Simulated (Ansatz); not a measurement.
## Pressure series in PbS

Consider PbS in the rock salt structure (space group Fm-3m, No. 225).

PbS has the cubic space group Fm-3m (No. 225), the rock salt structure, Pearson symbol cF8. Lattice parameters: a = b = c = 5.8450 Å, α = β = γ = 90.00°. Pb on 4a sees 6 S at 2.923 Å (octahedral). S on 4b has 6 Pb at 2.923 Å (octahedral). (Neighbours: up to the widest gap in distance over summed covalent radii, below 1.35, at either atom; cation-cation and far metal-metal contacts left out.)
(The calculation used a cell of 2 atoms; values per cell refer to that cell.)

Cell and atoms are relaxed at each pressure.

The values are results of LDA, PAW, 420 eV (Ansatz, a first-principles code; scalar-relativistic without spin-orbit coupling), not measurements.

```json
[
 {"case": "base", "band gap": "0.06 eV", "lattice parameter a": "5.845 Å"},
 {"case": "pressure −2 GPa", "band gap": "0.19 eV", "lattice parameter a": "5.911 Å"},
 {"case": "pressure 0.9 GPa", "band gap": "zero", "lattice parameter a": "5.819 Å"},
 {"case": "pressure 9 GPa", "band gap": "zero", "lattice parameter a": "5.634 Å"}
]
```

Spin-orbit coupling, missing from the scalar runs, can matter with Pb. Load acts through the strain it causes; cell and atoms are relaxed under it. Stability against distortions was not tested. Competing high-pressure phases were not computed. The final runs are not spin-polarised. The zero or small gap of PbS can change with the level of theory.
